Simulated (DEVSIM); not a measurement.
System: Schottky contact on n-type Ge, at 350 K.

```
layer (left to right)  material  thickness (μm)  Nd (cm⁻³)  τn (s)  τp (s)
---------------------  --------  --------------  ---------  ------  ------
1                            Ge           0.880     7.6e15    9e-5    9e-5
```

Left contact: Schottky, work function 4.33 eV, emission velocity 2.7e6 cm/s. Right contact: ohmic. Voltage is applied to the left contact. Recombination: SRH at mid-gap. Mobility is μmin + (μ − μmin)/(1 + (N/Nref)^α).

This is a model device: material constants are rounded textbook-type values typed into the input, and sizes, dopings and lifetimes were drawn at random. Values at 300 K; Nc and Nv go as T^1.5, mobilities as T to minus their exponent, the gap by Varshni's rule with the affinity fixed.

```tsv
parameter	Ge
gap (eV)	0.664
affinity (eV)	4
permittivity	16
Nc (cm⁻³)	1.04e19
Nv (cm⁻³)	6e18
μn (cm²/Vs)	3900
μp (cm²/Vs)	1900
μn,min	150
μp,min	100
Nref,n	2.6e17
Nref,p	4e17
αn	0.56
αp	0.6
T exponent of μn	1.66
T exponent of μp	2.33
Varshni α (eV/K)	0.000477
Varshni β (K)	235
```

Simulated with DEVSIM: 1D drift-diffusion, Boltzmann statistics, complete ionisation; no tunnelling, impact ionisation, image-force lowering or self-heating. Metal contacts follow the ideal Schottky-Mott rule: no Fermi-level pinning, no interface dipoles.

The temperature was swept, all else fixed.

```
temperature (K)  potential step across the device at zero bias (V)  largest field in the device at zero bias (V/cm)
---------------  -------------------------------------------------  -----------------------------------------------
250                                                          0.180                                            16000
300                                                          0.143                                                ?
350                                                          0.105                                            11000
400                                                          0.067                                             8600
450                                                          0.041                                             7800
500                                                          0.035                                            11000
```

Problem. Complete the blanks.

Solution. 
- 300, largest field in the device at zero bias (V/cm): 14000
